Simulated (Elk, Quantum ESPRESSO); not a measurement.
TmSi₂Pt₂ (I4/mmm, 5 atoms in the cell) computed with different codes at matched settings

Self-consistent single point.

```
Tm(SiPt)2
1.0
   -2.05239     2.05239     4.88857
    2.05239    -2.05239     4.88857
    2.05239     2.05239    -4.88857
Tm Si Pt
1 2 2
Direct
  0.00000   0.00000   0.00000
  0.61623   0.61623   0.00000
  0.38377   0.38377   0.00000
  0.75000   0.25000   0.50000
  0.25000   0.75000   0.50000
```
Moments meant for the start (each program seeds them in its own way; μB, in the order of the atoms Tm Si Si Pt Pt): 2.0 0.0 0.0 0.0 0.0.

All programs got the same cell, k-point mesh and kind of occupations, and the same starting moments (in Elk's words: spinpol = true; swidth = 0.00999582 Ha); potentials, basis and cutoffs are each program's usual ones.

```csv
code,model,size of the net moment (μB/atom),cutoff
Elk,"PBEsol, all-electron FP-LAPW, Elk's shipped species files, APW+lo basis with extra local orbitals",0.27,rgkmax 7.5
Quantum ESPRESSO,"PBEsol, SSSP 1.1.2 efficiency (PBE) pseudopotentials",0.28,50 Ry
```

The spread over the programs that give each value: size of the net moment within 0.01 μB/atom.

The starting cell comes from a database of computed structures (which also holds hypothetical and non-ambient phases and stackings), without a prior relaxation at this level. Its lattice was rescaled by a random factor within 2.5 % of one. On Elk's run: Spin-orbit coupling is off. With one magnetic atom in the cell only a parallel order is possible. With U or open f shells several self-consistent states can exist. The f electrons are in the valence without U or exact exchange, which can misplace them near the Fermi level. Spin-orbit terms, which matter for f shells, are left out. Values depend on the basis (sphere radii, cutoffs, local orbitals), which need not be converged.

Question: Why do the programs differ, and what cannot be compared?

Answer: Differences of this kind can come from the potentials, where these differ, and from what each basis and cutoff leave unconverged. The zero of total energies and Fermi levels follows the potentials and each program's conventions, so they are not compared here. Elk treats all electrons, but the usual bases taken here (sphere radii, linearisation, local orbitals, empty states) were not tested for convergence, so the values are no reference for the others. Site moments depend on each program's spheres or projections; the total moment of the cell does not.

Left out of this page: Ansatz (with a known weakness of the program).
